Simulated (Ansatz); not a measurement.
Data:

```
AsB
1.0
    0.00000     2.40465     2.40465
    2.40465     0.00000     2.40465
    2.40465     2.40465     0.00000
B As
1 1
Cartesian
  1.20233   1.20233   1.20233
  0.00000   0.00000   0.00000
```

The numbers are results of PBE, rigid bands (plane waves, PAW, scalar-relativistic; Ansatz, a program for electronic structure), not measurements. Condition of this run: functional PBE, cell relaxed with it. Geometry: cell and atoms relaxed with PBE.

Predict the electron conductivity mass (n e² τ/σ) at 300 K, by direction if it differs.

0.31 mₑ.

And the band gap?

1.20 eV at this level; semilocal functionals usually fall short of the measured gap.

Rigid bands, one relaxation time for all states, no polarons. Spin-orbit coupling is left out; where it splits the top of the valence band it changes the hole mass and lowers the gap by about a third of the splitting.
